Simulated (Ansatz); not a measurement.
## Ge well of 16 atomic layers along [001] in random Si0.2Ge0.8, interfaces graded over 8 layers

Prepared with Tersoff's 1989 multicomponent potential (SiCGe.tersoff) (LAMMPS): minimisation. Geometry as solved with PBE, support functions at accuracy medium on the grid of 370 eV (Ansatz, an electronic-structure program).

```xyz
720
Lattice="17.11 0.00 0.00 0.00 17.11 0.00 0.00 0.00 57.46" Properties=species:S:1:pos:R:3 pbc="T T T"
Si    -0.01    -0.01    -0.01
Ge     1.41     1.37     1.39
Ge     2.86     2.84    -0.01
Ge     4.31     4.25     1.44
Ge     2.84    -0.06     2.86
Ge     4.30     1.44     4.23
Ge     0.00     2.83     2.83
Ge     1.41     4.28     4.26
Ge     0.03    -0.05     5.64
Ge     1.39     1.45     7.11
Ge     2.86     2.85     5.69
Ge     4.30     4.26     7.13
Ge     2.86     0.04     8.56
Si     4.30     1.42     9.96
Si    -0.03     2.89     8.49
Ge     1.41     4.26     9.91
Ge    -0.01     0.01    11.38
Ge     1.45     1.40    12.82
Ge     2.87     2.83    11.34
Ge     4.24     4.31    12.82
Ge     2.88    -0.05    14.26
Ge     4.29     1.41    15.70
Ge     0.02     2.83    14.26
Ge     1.45     4.31    15.67
Si     0.01     0.01    17.15
Ge     1.39     1.42    18.56
Ge     2.85     2.85    17.12
Ge     4.27     4.26    18.59
Ge     2.84     0.01    20.01
Ge     4.27     1.43    21.46
Ge     0.02     2.88    20.05
Si     1.43     4.27    21.47
Ge     0.00    -0.01    22.91
Ge     1.43     1.43    24.35
Ge     2.83     2.88    22.88
Ge     4.27     4.28    24.35
Ge     2.85     0.00    25.80
Ge     4.27     1.42    27.26
Ge     0.00     2.85    25.81
Ge     1.43     4.28    27.26
Ge     0.00     0.00    28.71
Ge     1.41     1.43    30.17
Ge     2.84     2.85    28.72
Ge     4.28     4.27    30.16
Ge     2.85     0.00    31.61
Ge     4.27     1.43    33.07
Ge    -0.03     2.82    31.65
Ge     1.42     4.27    33.07
Ge    -0.03     0.03    34.49
Ge     1.41     1.43    35.97
Ge     2.85     2.85    34.53
Ge     4.28     4.27    35.98
Ge     2.85     0.00    37.40
Ge     4.30     1.40    38.87
Ge    -0.04     2.83    37.45
Ge     1.41     4.27    38.85
Ge    -0.04     0.03    40.26
Ge     1.41     1.43    41.72
Ge     2.86     2.85    40.29
Ge     4.29     4.29    41.73
Ge     2.85     0.00    43.15
Ge     4.30     1.42    44.58
Ge    -0.03     2.84    43.16
Ge     1.41     4.28    44.57
Si    -0.01     0.03    46.01
Ge     1.41     1.41    47.42
Ge     2.86     2.86    46.01
Ge     4.31     4.32    47.41
Ge     2.86     0.00    48.86
Ge     4.29     1.44    50.29
Ge    -0.02     2.85    48.85
Ge     1.42     4.28    50.29
Ge    -0.02    -0.02    51.74
Ge     1.42     1.41    53.18
Ge     2.85     2.85    51.73
Ge     4.30     4.28    53.16
Ge     2.85    -0.02    54.61
Ge     4.29     1.42    56.02
Ge    -0.02     2.84    54.62
Ge     1.42     4.28    56.02
Ge    -0.02     5.71    -0.01
Ge     1.42     7.13     1.42
Ge     2.85     8.57    -0.01
Ge     4.29     9.99     1.43
Ge     2.86     5.70     2.84
Ge     4.26     7.17     4.28
Ge    -0.01     8.55     2.89
Si     1.43     9.97     4.27
Ge    -0.05     5.70     5.68
Ge     1.44     7.16     7.06
Si     2.82     8.59     5.64
Ge     4.25     9.96     7.07
Ge     2.87     5.73     8.53
Si     4.27     7.11     9.96
Ge     0.01     8.57     8.51
Ge     1.44     9.97     9.97
Ge     0.04     5.71    11.42
Si     1.46     7.10    12.84
Ge     2.86     8.49    11.40
Ge     4.27     9.96    12.82
Si     2.82     5.73    14.23
Ge     4.25     7.11    15.66
Ge     0.04     8.52    14.23
Ge     1.43     9.98    15.71
Ge     0.00     5.70    17.14
Ge     1.43     7.12    18.59
Ge     2.86     8.55    17.14
Ge     4.25    10.03    18.59
Ge     2.83     5.67    20.05
Ge     4.27     7.12    21.47
Ge     0.00     8.55    20.02
Ge     1.45    10.01    21.43
Ge     0.02     5.67    22.88
Ge     1.42     7.13    24.34
Ge     2.85     8.57    22.90
Ge     4.28     9.98    24.36
Ge     2.85     5.71    25.80
Ge     4.27     7.13    27.26
Ge     0.00     8.55    25.81
Ge     1.43     9.97    27.26
Ge     0.00     5.69    28.72
Ge     1.42     7.12    30.17
Ge     2.85     8.55    28.72
Ge     4.28     9.98    30.17
Ge     2.84     5.69    31.62
Ge     4.27     7.12    33.07
Ge     0.00     8.55    31.62
Ge     1.43     9.98    33.06
Ge     0.00     5.70    34.52
Ge     1.42     7.13    35.97
Ge     2.85     8.55    34.52
Ge     4.28     9.98    35.97
Ge     2.85     5.70    37.42
Ge     4.29     7.12    38.86
Ge     0.00     8.55    37.42
Ge     1.43     9.98    38.86
Ge    -0.01     5.70    40.30
Ge     1.42     7.14    41.74
Ge     2.87     8.57    40.31
Si     4.28     9.96    41.72
Ge     2.86     5.71    43.17
Ge     4.33     7.11    44.61
Ge    -0.07     8.55    43.15
Ge     1.42     9.97    44.57
Ge    -0.04     5.72    45.98
Ge     1.41     7.12    47.44
Ge     2.86     8.55    46.02
Ge     4.32     9.95    47.47
Ge     2.87     5.72    48.87
Ge     4.30     7.18    50.30
Ge     0.00     8.55    48.88
Ge     1.44     9.96    50.34
Ge    -0.01     5.71    51.74
Ge     1.47     7.16    53.13
Si     2.87     8.56    51.72
Ge     4.27     9.96    53.14
Ge     2.87     5.71    54.59
Ge     4.30     7.12    56.04
Ge     0.01     8.57    54.59
Ge     1.41    10.01    56.04
Ge    -0.02    11.47     0.01
Si     1.38    12.85     1.46
Ge     2.82    14.22     0.04
Ge     4.32    15.63     1.44
Ge     2.80    11.41     2.85
Ge     4.26    12.89     4.25
Si     0.03    14.25     2.87
Si     1.43    15.62     4.25
Ge     0.01    11.42     5.62
Ge     1.45    12.86     7.06
Si     2.84    14.30     5.64
Ge     4.24    15.69     7.07
Ge     2.85    11.41     8.52
Ge     4.29    12.84     9.96
Ge     0.02    14.26     8.53
Ge     1.45    15.69     9.98
Ge     0.01    11.41    11.39
Ge     1.43    12.84    12.83
Ge     2.90    14.28    11.43
Si     4.30    15.66    12.86
Ge     2.86    11.41    14.26
Ge     4.29    12.87    15.67
Ge     0.00    14.27    14.27
Ge     1.41    15.70    15.74
Ge     0.03    11.43    17.17
Si     1.46    12.80    18.60
Ge     2.83    14.23    17.17
Ge     4.27    15.68    18.58
Si     2.82    11.43    19.99
Ge     4.25    12.80    21.42
Ge     0.04    14.23    19.98
Ge     1.42    15.67    21.45
Ge     0.01    11.41    22.90
Ge     1.43    12.83    24.36
Ge     2.85    14.25    22.89
Ge     4.28    15.67    24.35
Ge     2.85    11.41    25.81
Ge     4.27    12.83    27.26
Ge     0.00    14.26    25.81
Ge     1.42    15.69    27.26
Ge     0.00    11.40    28.71
Ge     1.43    12.83    30.16
Ge     2.85    14.26    28.71
Ge     4.28    15.68    30.16
Ge     2.85    11.40    31.61
Ge     4.27    12.83    33.06
Ge     0.00    14.26    31.61
Ge     1.42    15.69    33.06
Ge     0.00    11.40    34.51
Ge     1.42    12.83    35.96
Ge     2.84    14.26    34.51
Ge     4.28    15.68    35.96
Ge     2.84    11.41    37.41
Ge     4.27    12.82    38.86
Ge     0.00    14.26    37.41
Ge     1.42    15.69    38.85
Ge    -0.03    11.37    40.31
Ge     1.42    12.82    41.73
Ge     2.85    14.27    40.30
Ge     4.31    15.71    41.72
Ge     2.88    11.37    43.13
Ge     4.28    12.83    44.58
Ge    -0.02    14.24    43.18
Ge     1.39    15.71    44.61
Ge    -0.02    11.42    45.99
Ge     1.42    12.81    47.45
Ge     2.84    14.27    46.02
Ge     4.30    15.69    47.44
Ge     2.87    11.38    48.89
Ge     4.31    12.83    50.31
Ge    -0.01    14.26    48.87
Ge     1.43    15.68    50.30
Ge    -0.01    11.42    51.75
Ge     1.42    12.84    53.19
Ge     2.86    14.25    51.74
Ge     4.29    15.67    53.17
Ge     2.86    11.40    54.60
Ge     4.29    12.83    56.04
Ge    -0.06    14.23    54.63
Ge     1.38    15.68    56.07
Ge     5.72    -0.02    -0.01
Ge     7.14     1.44     1.43
Ge     8.61     2.82    -0.03
Ge    10.01     4.29     1.43
Ge     8.60     0.02     2.86
Si    10.01     1.45     4.23
Si     5.71     2.84     2.82
Ge     7.13     4.27     4.19
Ge     5.73     0.01     5.69
Si     7.14     1.42     7.09
Ge     8.55     2.81     5.65
Ge     9.96     4.25     7.11
Ge     8.53     0.01     8.49
Ge     9.96     1.42     9.94
Ge     5.75     2.81     8.55
Si     7.11     4.27     9.96
Ge     5.65    -0.01    11.41
Ge     7.10     1.43    12.81
Ge     8.52     2.87    11.36
Ge     9.97     4.28    12.81
Ge     8.53    -0.01    14.26
Ge     9.97     1.41    15.70
Ge     5.68     2.87    14.25
Ge     7.12     4.26    15.71
Ge     5.74     0.00    17.16
Si     7.12     1.41    18.58
Ge     8.53     2.81    17.17
Ge     9.97     4.27    18.58
Ge     8.53     0.01    19.98
Ge     9.98     1.42    21.45
Ge     5.73     2.82    19.99
Ge     7.12     4.27    21.46
Ge     5.69     0.00    22.91
Ge     7.13     1.42    24.36
Ge     8.55     2.84    22.91
Ge     9.99     4.27    24.35
Ge     8.56     0.00    25.81
Ge     9.98     1.43    27.27
Ge     5.69     2.85    25.81
Ge     7.13     4.28    27.26
Ge     5.70     0.00    28.71
Ge     7.13     1.42    30.17
Ge     8.55     2.85    28.71
Ge     9.98     4.28    30.16
Ge     8.56     0.00    31.62
Ge     9.98     1.43    33.07
Ge     5.70     2.85    31.62
Ge     7.13     4.28    33.07
Ge     5.70     0.00    34.51
Ge     7.13     1.43    35.96
Ge     8.56     2.86    34.52
Ge     9.99     4.28    35.97
Ge     8.54     0.01    37.43
Ge     9.96     1.46    38.88
Ge     5.71     2.84    37.42
Ge     7.17     4.24    38.88
Si     5.70     0.01    40.29
Ge     7.14     1.42    41.69
Si     8.56     2.85    40.31
Ge     9.94     4.28    41.74
Ge     8.54    -0.02    43.18
Ge     9.96     1.46    44.60
Ge     5.74     2.87    43.16
Ge     7.17     4.32    44.62
Ge     5.76    -0.02    45.99
Ge     7.18     1.46    47.42
Si     8.57     2.89    46.02
Ge    10.00     4.26    47.44
Ge     8.60     0.04    48.90
Si    10.03     1.45    50.29
Ge     5.72     2.87    48.85
Ge     7.15     4.29    50.29
Ge     5.72     0.01    51.75
Ge     7.18     1.42    53.17
Ge     8.60     2.83    51.69
Ge     9.99     4.26    53.17
Ge     8.63    -0.01    54.62
Si    10.02     1.39    56.05
Ge     5.74     2.86    54.59
Ge     7.17     4.29    56.03
Ge     5.75     5.71     0.03
Si     7.16     7.09     1.43
Ge     8.56     8.50     0.00
Ge     9.94    10.02     1.41
Si     8.54     5.69     2.79
Ge     9.94     7.10     4.22
Ge     5.75     8.53     2.82
Ge     7.16    10.02     4.22
Ge     5.70     5.70     5.67
Ge     7.12     7.12     7.11
Ge     8.56     8.56     5.68
Ge    10.02     9.95     7.12
Ge     8.53     5.67     8.56
Ge    10.00     7.15     9.94
Ge     5.65     8.53     8.55
Ge     7.11     9.98     9.95
Ge     5.69     5.70    11.34
Ge     7.13     7.12    12.80
Ge     8.56     8.57    11.39
Ge     9.99    10.04    12.81
Ge     8.55     5.69    14.27
Ge     9.98     7.13    15.70
Ge     5.71     8.55    14.25
Ge     7.13     9.99    15.70
Ge     5.68     5.70    17.13
Ge     7.10     7.14    18.57
Ge     8.55     8.56    17.14
Ge     9.99     9.98    18.58
Ge     8.54     5.71    20.02
Ge     9.98     7.13    21.46
Ge     5.68     8.57    20.02
Ge     7.12     9.98    21.46
Ge     5.70     5.70    22.91
Ge     7.13     7.12    24.36
Ge     8.55     8.56    22.91
Ge     9.98     9.98    24.36
Ge     8.56     5.70    25.81
Ge     9.98     7.13    27.26
Ge     5.70     8.55    25.81
Ge     7.13     9.98    27.26
Ge     5.70     5.70    28.71
Ge     7.13     7.13    30.16
Ge     8.55     8.56    28.71
Ge     9.98     9.98    30.16
Ge     8.55     5.70    31.61
Ge     9.98     7.12    33.07
Ge     5.70     8.55    31.62
Ge     7.13     9.98    33.08
Ge     5.70     5.70    34.52
Ge     7.13     7.12    35.97
Ge     8.56     8.55    34.53
Ge     9.99     9.98    35.98
Ge     8.56     5.70    37.42
Ge     9.97     7.15    38.88
Ge     5.71     8.55    37.42
Ge     7.15     9.94    38.89
Ge     5.74     5.70    40.29
Ge     7.19     7.13    41.73
Si     8.56     8.54    40.30
Ge     9.96     9.95    41.71
Si     8.56     5.70    43.16
Ge     9.99     7.04    44.60
Ge     5.70     8.57    43.13
Ge     7.14     9.97    44.58
Si     5.75     5.73    46.04
Si     7.09     7.12    47.45
Ge     8.52     8.49    46.03
Ge     9.97     9.96    47.44
Ge     8.56     5.75    48.85
Si     9.94     7.14    50.31
Si     5.74     8.52    48.85
Ge     7.15     9.92    50.28
Ge     5.73     5.73    51.73
Ge     7.20     7.17    53.15
Si     8.60     8.54    51.69
Ge     9.98     9.97    53.12
Ge     8.61     5.74    54.62
Si    10.02     7.11    56.07
Ge     5.71     8.56    54.58
Ge     7.14     9.98    56.03
Ge     5.75    11.44     0.04
Si     7.14    12.84     1.48
Ge     8.55    14.23     0.04
Ge    10.03    15.70     1.41
Si     8.54    11.45     2.81
Ge     9.96    12.86     4.22
Si     5.74    14.23     2.83
Ge     7.15    15.64     4.26
Ge     5.70    11.42     5.66
Ge     7.17    12.85     7.07
Si     8.56    14.25     5.65
Ge     9.96    15.67     7.05
Ge     8.57    11.39     8.53
Ge    10.01    12.81     9.97
Ge     5.70    14.26     8.50
Ge     7.11    15.70     9.95
Ge     5.70    11.41    11.41
Ge     7.10    12.87    12.86
Ge     8.55    14.26    11.39
Ge     9.98    15.67    12.84
Ge     8.57    11.46    14.29
Si     9.96    12.87    15.73
Si     5.68    14.30    14.25
Ge     7.13    15.63    15.70
Ge     5.70    11.43    17.13
Ge     7.16    12.86    18.54
Si     8.57    14.23    17.10
Ge     9.94    15.65    18.53
Ge     8.55    11.41    20.02
Ge     9.98    12.83    21.47
Ge     5.71    14.25    20.01
Ge     7.12    15.69    21.46
Ge     5.68    11.41    22.90
Ge     7.11    12.84    24.35
Ge     8.55    14.27    22.91
Ge     9.98    15.68    24.36
Ge     8.54    11.41    25.80
Ge     9.98    12.83    27.26
Ge     5.70    14.26    25.81
Ge     7.13    15.68    27.26
Ge     5.70    11.40    28.71
Ge     7.13    12.83    30.16
Ge     8.56    14.26    28.71
Ge     9.98    15.68    30.17
Ge     8.56    11.41    31.62
Ge     9.98    12.84    33.07
Ge     5.70    14.26    31.61
Ge     7.13    15.68    33.07
Ge     5.70    11.41    34.52
Ge     7.13    12.83    35.98
Ge     8.55    14.26    34.52
Ge     9.97    15.69    35.98
Ge     8.55    11.39    37.43
Ge     9.99    12.83    38.85
Ge     5.70    14.26    37.43
Ge     7.11    15.71    38.89
Ge     5.68    11.37    40.32
Ge     7.12    12.83    41.73
Ge     8.55    14.26    40.30
Ge    10.00    15.66    41.76
Ge     8.57    11.41    43.16
Ge     9.98    12.88    44.58
Ge     5.74    14.29    43.19
Si     7.17    15.67    44.61
Ge     5.72    11.41    46.02
Ge     7.17    12.87    47.41
Si     8.55    14.29    45.99
Ge     9.96    15.66    47.43
Ge     8.57    11.41    48.88
Ge    10.00    12.80    50.36
Ge     5.74    14.27    48.87
Ge     7.16    15.69    50.32
Ge     5.75    11.40    51.74
Si     7.13    12.82    53.17
Ge     8.57    14.26    51.80
Si     9.99    15.71    53.16
Ge     8.54    11.41    54.56
Ge     9.97    12.83    56.00
Ge     5.73    14.23    54.58
Ge     7.16    15.66    56.03
Si    11.41     0.04     0.00
Si    12.75     1.42     1.42
Ge    14.19     2.82     0.04
Ge    15.66     4.27     1.42
Ge    14.21     0.01     2.79
Ge    15.66     1.40     4.26
Si    11.40     2.82     2.83
Ge    12.82     4.23     4.25
Ge    11.41     0.04     5.65
Si    12.83     1.42     7.09
Ge    14.26     2.84     5.73
Si    15.69     4.26     7.12
Ge    14.24     0.03     8.49
Ge    15.70     1.47     9.91
Ge    11.43     2.81     8.50
Ge    12.83     4.26     9.95
Ge    11.40    -0.01    11.39
Ge    12.84     1.41    12.83
Ge    14.27     2.85    11.39
Ge    15.70     4.27    12.83
Ge    14.23    -0.03    14.30
Ge    15.71     1.40    15.73
Ge    11.40     2.85    14.26
Ge    12.84     4.27    15.70
Ge    11.42    -0.04    17.10
Ge    12.83     1.40    18.57
Ge    14.27     2.84    17.15
Ge    15.67     4.30    18.61
Ge    14.28     0.00    20.01
Ge    15.69     1.43    21.47
Ge    11.41     2.85    20.01
Ge    12.86     4.30    21.43
Ge    11.40     0.00    22.90
Ge    12.83     1.43    24.35
Ge    14.26     2.86    22.91
Ge    15.69     4.28    24.35
Ge    14.25     0.01    25.81
Ge    15.68     1.43    27.26
Ge    11.40     2.85    25.81
Ge    12.84     4.28    27.26
Ge    11.41     0.00    28.72
Ge    12.84     1.43    30.18
Ge    14.26     2.85    28.71
Ge    15.68     4.27    30.17
Ge    14.28     0.03    31.65
Si    15.68     1.43    33.08
Ge    11.41     2.85    31.61
Ge    12.84     4.27    33.06
Ge    11.41     0.00    34.52
Ge    12.84     1.43    35.96
Ge    14.28     2.83    34.50
Ge    15.68     4.27    35.98
Ge    14.28     0.04    37.44
Si    15.65     1.46    38.88
Ge    11.41     2.85    37.42
Ge    12.85     4.25    38.88
Ge    11.40     0.02    40.31
Ge    12.86     1.47    41.71
Si    14.27     2.84    40.27
Ge    15.64     4.25    41.71
Ge    14.25     0.01    43.16
Ge    15.65     1.44    44.65
Ge    11.43     2.90    43.18
Si    12.83     4.28    44.63
Ge    11.39     0.00    46.02
Ge    12.80     1.48    47.45
Si    14.20     2.87    46.00
Ge    15.63     4.26    47.40
Ge    14.24     0.00    48.85
Ge    15.66     1.42    50.31
Si    11.37     2.83    48.88
Ge    12.77     4.25    50.28
Ge    11.39     0.03    51.75
Si    12.81     1.42    53.18
Ge    14.19     2.83    51.75
Ge    15.66     4.26    53.17
Ge    14.22     0.02    54.57
Ge    15.66     1.39    56.06
Ge    11.40     2.80    54.61
Ge    12.79     4.28    56.06
Si    11.38     5.71    -0.02
Ge    12.80     7.13     1.37
Ge    14.23     8.59    -0.04
Ge    15.68     9.99     1.42
Ge    14.25     5.73     2.85
Si    15.67     7.12     4.27
Ge    11.38     8.57     2.82
Ge    12.84     9.99     4.26
Ge    11.38     5.69     5.67
Ge    12.82     7.13     7.12
Ge    14.27     8.53     5.66
Ge    15.68    10.00     7.08
Ge    14.29     5.67     8.52
Ge    15.70     7.12     9.96
Si    11.41     8.54     8.53
Ge    12.78     9.98     9.95
Ge    11.41     5.70    11.38
Ge    12.83     7.13    12.82
Ge    14.25     8.56    11.37
Ge    15.70     9.96    12.82
Ge    14.26     5.70    14.27
Ge    15.69     7.14    15.70
Ge    11.40     8.57    14.25
Ge    12.81     9.99    15.71
Ge    11.41     5.70    17.14
Ge    12.86     7.10    18.60
Ge    14.26     8.56    17.14
Ge    15.69     9.99    18.58
Si    14.27     5.71    20.02
Ge    15.67     7.10    21.44
Ge    11.42     8.55    20.02
Ge    12.83     9.98    21.47
Ge    11.41     5.70    22.90
Ge    12.83     7.13    24.36
Ge    14.26     8.54    22.91
Ge    15.69     9.98    24.35
Ge    14.26     5.70    25.81
Ge    15.68     7.12    27.27
Ge    11.40     8.55    25.81
Ge    12.83     9.98    27.26
Ge    11.41     5.70    28.71
Ge    12.83     7.13    30.16
Ge    14.26     8.56    28.71
Ge    15.68     9.98    30.17
Ge    14.26     5.70    31.61
Ge    15.68     7.12    33.07
Ge    11.41     8.55    31.61
Ge    12.83     9.98    33.07
Ge    11.41     5.70    34.51
Ge    12.83     7.12    35.97
Ge    14.26     8.55    34.52
Ge    15.69     9.98    35.96
Ge    14.25     5.71    37.43
Ge    15.66     7.16    38.89
Ge    11.42     8.56    37.43
Ge    12.87     9.95    38.89
Ge    11.41     5.70    40.30
Ge    12.86     7.14    41.72
Si    14.28     8.57    40.33
Si    15.65     9.96    41.71
Ge    14.24     5.68    43.21
Si    15.66     7.12    44.57
Ge    11.39     8.53    43.16
Ge    12.83     9.98    44.57
Si    11.42     5.64    46.00
Ge    12.78     7.09    47.42
Ge    14.25     8.51    46.00
Ge    15.67     9.97    47.44
Ge    14.22     5.68    48.86
Ge    15.65     7.12    50.30
Ge    11.37     8.52    48.90
Ge    12.79     9.99    50.33
Ge    11.35     5.73    51.71
Ge    12.79     7.13    53.17
Ge    14.23     8.56    51.75
Ge    15.66     9.99    53.18
Ge    14.23     5.69    54.60
Ge    15.67     7.14    56.00
Ge    11.39     8.56    54.65
Si    12.82     9.99    56.02
Ge    11.42    11.40    -0.04
Ge    12.81    12.86     1.42
Ge    14.27    14.26    -0.02
Ge    15.73    15.68     1.42
Ge    14.28    11.46     2.85
Si    15.73    12.86     4.22
Si    11.39    14.27     2.82
Ge    12.81    15.65     4.23
Ge    11.42    11.44     5.68
Si    12.84    12.84     7.07
Ge    14.27    14.21     5.66
Ge    15.68    15.67     7.09
Ge    14.21    11.42     8.50
Ge    15.68    12.82     9.95
Ge    11.42    14.24     8.48
Ge    12.83    15.69     9.94
Si    11.40    11.41    11.39
Ge    12.80    12.80    12.82
Ge    14.24    14.25    11.39
Ge    15.66    15.69    12.83
Ge    14.27    11.39    14.26
Ge    15.68    12.84    15.71
Ge    11.40    14.24    14.31
Si    12.82    15.66    15.69
Ge    11.37    11.45    17.12
Ge    12.82    12.85    18.57
Ge    14.24    14.29    17.11
Ge    15.72    15.69    18.54
Ge    14.25    11.41    20.02
Ge    15.69    12.84    21.45
Ge    11.38    14.27    20.01
Ge    12.83    15.69    21.45
Ge    11.41    11.41    22.92
Ge    12.84    12.83    24.36
Ge    14.26    14.26    22.90
Ge    15.68    15.68    24.36
Ge    14.26    11.40    25.81
Ge    15.68    12.83    27.27
Ge    11.41    14.26    25.81
Ge    12.83    15.69    27.26
Ge    11.40    11.41    28.71
Ge    12.83    12.83    30.16
Ge    14.26    14.26    28.72
Ge    15.68    15.69    30.17
Ge    14.25    11.41    31.62
Ge    15.68    12.84    33.07
Ge    11.41    14.26    31.62
Ge    12.84    15.69    33.07
Ge    11.40    11.41    34.52
Ge    12.83    12.83    35.97
Ge    14.26    14.26    34.53
Ge    15.68    15.70    35.98
Ge    14.26    11.40    37.42
Ge    15.67    12.83    38.86
Ge    11.41    14.27    37.41
Ge    12.83    15.71    38.85
Ge    11.41    11.39    40.30
Ge    12.81    12.84    41.76
Ge    14.23    14.26    40.30
Ge    15.68    15.69    41.72
Ge    14.29    11.40    43.14
Si    15.68    12.81    44.57
Si    11.40    14.25    43.16
Ge    12.80    15.67    44.55
Ge    11.40    11.41    46.01
Ge    12.83    12.83    47.44
Ge    14.27    14.23    45.96
Ge    15.70    15.70    47.40
Ge    14.24    11.40    48.88
Ge    15.65    12.85    50.32
Ge    11.40    14.25    48.89
Ge    12.84    15.67    50.33
Si    11.41    11.39    51.76
Ge    12.82    12.84    53.14
Si    14.23    14.24    51.73
Ge    15.63    15.64    53.15
Ge    14.23    11.42    54.64
Si    15.65    12.83    56.04
Ge    11.38    14.31    54.57
Ge    12.80    15.73    56.05
```
